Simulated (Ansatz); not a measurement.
How far to go with zone-centre phonons against the mesh: YSi (Cmcm, 4 atoms in the cell)

```yaml
crystal:
  lattice:
    - [2.13258, -5.25736, 0.00000]
    - [2.13258, 5.25736, 0.00000]
    - [0.00000, 0.00000, 3.81448]
  atoms:
    - { symbol: Y, position: [0.14063, 0.85937, 0.25000] }
    - { symbol: Y, position: [0.85937, 0.14063, 0.75000] }
    - { symbol: Si, position: [0.42448, 0.57552, 0.25000] }
    - { symbol: Si, position: [0.57552, 0.42448, 0.75000] }
```

Computed with LDA (PW92), default PAW files made with PBE (plane waves; Ansatz, a program for electronic structure).

Base settings: basis.ecutwfc = 420 eV; kpoints.mp_grid.grid = 8 8 9; hamiltonian.xc = lda; hamiltonian.pseudopotentials = {kind: paw} (the program's default PAW files); scf.occupations.method = fermi_dirac; scf.occupations.width = 0.1 eV.

In this ladder: phonons.method = dfpt.

Frequencies are those of the unrelaxed cell, without the LO-TO term of polar crystals.

Only quantities that move along the ladder and can be compared are tabulated.

Core times come from one kind of shared machine, to one figure; runs under 30 s give none.

The starting cell comes from a database of computed structures (which also holds hypothetical and non-ambient phases and stackings), without a prior relaxation at this level. Its lattice was rescaled by up to half a per cent. In the base run, with a pressure of about -4 GPa the cell is away from its equilibrium volume at this level.

Steps (kpoints.mp_grid.grid): 2 2 3; 3 3 3; 4 4 4; 4 4 5; 5 5 6; 7 7 7; 8 8 8; 10 10 10; 12 12 13; 15 15 16; 19 19 20.

### Question
What is the coarsest kpoints.mp_grid.grid that holds the lowest optical frequency within 5 cm⁻¹ of the last step, with all finer ones?

### Answer
3 3 3; the step before is off by 11 cm⁻¹.

### Question
What is the coarsest kpoints.mp_grid.grid that holds the highest zone-centre frequency within 2 cm⁻¹ of the last step, with all finer ones?

### Answer
4 4 5; the step before is off by 3.0 cm⁻¹.

```tsv
kpoints.mp_grid.grid	highest zone-centre frequency (cm⁻¹)	lowest optical frequency (cm⁻¹)	core time / last (rough)
2 2 3	365.1	156.7	–
3 3 3	351.8	142.7	–
4 4 4	341.5	147.4	–
4 4 5	338.6	145.8	–
5 5 6	339.6	144.5	–
7 7 7	337.5	144.2	0.03
8 8 8	338.7	145.3	0.05
10 10 10	338.9	146.4	0.09
12 12 13	338.3	145.9	0.1
15 15 16	338.4	146.0	0.3
19 19 20	338.5	145.9	1
```

Keys are those of Ansatz 0.2.
